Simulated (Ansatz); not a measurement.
A periodic model of amorphous Zr$_{20}$O$_{41}$Li$_{2}$:

```xyz
63
Lattice="9.1042 -0.2852 -0.0923 -0.2852 9.5503 -0.0105 -0.0923 -0.0105 9.1564" Properties=species:S:1:pos:R:3 pbc="T T T"
Zr     6.7500     6.4375     8.2020
Zr     0.2848     5.2956     5.9234
Zr     0.7228     7.4760     1.0461
Zr     7.1654     2.3480     3.9240
Zr     8.0754     3.3223     0.7413
Zr     6.5314     8.8448     1.8799
Zr     5.9393     5.9866     4.5350
Zr     2.5400     3.2004     8.3167
Zr     1.7025     4.4097     2.2413
Zr     5.2152     9.1580     5.4344
Zr     3.6492     0.6875     2.8361
Zr     3.0349     6.8179     7.0255
Zr     2.1105     0.5173     6.2229
Zr     6.3336     3.3534     6.9297
Zr     3.3670     3.2211     5.0201
Zr     4.2219     6.3866     1.2640
Zr     7.7028     0.1613     7.9202
Zr     0.6177     1.1614     2.4764
Zr     8.6637     8.1513     4.5715
Zr     3.8114    -0.0973     9.0798
O      7.7297     2.2637     8.1109
O      6.4379     7.9677     4.0520
O      4.2306     7.0377     5.2665
O      5.9377    -0.1117     9.0394
O      6.5032     4.3931     8.8520
O      0.0851     5.4543     1.2784
O      2.6345     2.5084     3.1048
O      5.4301     3.4548     4.7597
O      4.1687     1.5821     1.0891
O      6.4694     8.1365     6.7991
O      4.8697     5.4649     2.9251
O      2.3793     1.1260     8.1988
O      3.8112     1.0594     4.9863
O      2.0778     4.7314     4.3478
O      0.1154     0.0316     6.4557
O      8.2015     0.7349     1.0167
O      6.4944     1.1884     6.1432
O      6.0658     5.3579     6.4423
O      2.2400     7.6392     8.8314
O      8.2334     7.9246     8.8331
O      8.1282     6.1325     4.5796
O      8.0057     3.4786     5.4423
O      4.2979     3.0954     7.1922
O      3.3133     4.4366     0.7960
O      8.2245     0.5706     3.7803
O      1.8098     9.4762     1.5265
O      2.2604     6.4867     2.2272
O      6.2996     6.9626     1.1373
O      8.6634     8.1062     2.4221
O      1.3608     7.2460     5.7098
O      2.1159     4.9688     7.1917
O      1.6057     0.0360     4.1442
O      4.5650     6.4859     8.3594
O     -0.0270     3.1535     2.8842
O      4.2324     8.4629     1.7932
O      1.8419     2.5315     6.1889
O      8.5142     5.5354     7.4542
O      5.6903     0.6215     3.3691
O      1.1007     3.0327     0.6182
O      6.6337     3.0496     2.1276
O      3.5664     8.9522     6.9307
Li     4.9529     3.3322     1.3856
Li     2.6226     6.6227     4.1249
```

Method: PBE, scalar-relativistic without spin-orbit coupling (plane waves to 420 eV, PAW; Ansatz, a first-principles code).

The cell was made by melting and quenching with the CHGNet potential and then relaxed with DFT. O atoms were pushed apart under 1.9 Å during the dynamics, to hinder bonds among them. The hot cell started wider than the set density and was brought back towards it in steps. It is the lowest in DFT energy of 2 quenches. It is a model cell: composition and starting density were chosen by hand, and all elements were melted together. No dispersion term was used. Its density started from a set value of 5.21 and ended at 5.21 g/cm³. Cooling (nominally 450 K/ps over its main leg) ran many orders faster than in experiment, which tends to leave more defects and strain. A cell of this size samples the disorder only roughly. The volume was held where the preparation left it and the shape relaxed, at a PBE pressure of -4.0 GPa (tension). Stress components on the final sampling reach 4.0 GPa.

Cut-offs for bonds: Zr-Zr 3.41 Å, Zr-O 2.78 Å, Zr-Li 3.14 Å, O-O 1.58 Å, O-Li 2.33 Å, Li-Li 2.86 Å. Two cations that share two anions don't count as bonded, nor two that share one unless they lie closer than Zr-Zr 3.32 Å, Zr-Li 3.05 Å, Li-Li 2.78 Å.

Give the coordination numbers, mean bond lengths and angles.


The mean coordination of Zr by anions is 6.75 (7 with 6, 11 with 7, 2 with 8) and the mean coordination of O comes out as 3.46 (2 with 2, 18 with 3, 21 with 4). The mean coordination of Li by anions comes out as 3.50 (1 with 3, 1 with 4), the mean Zr-O bond is 2.200 Å (spread 0.146 Å, 135 counted) and the mean O-Li bond is 1.988 Å (spread 0.080 Å, 7 counted). The bond angle at Zr comes out as mean 101.6°, spread 29.7° and the bond angle at O is mean 111.4°, spread 18.5°. The bond angle at Li is mean 111.9°, spread 22.4°.

List the pairs of like atoms that count as bonded by the rules above.

There are none by these rules.
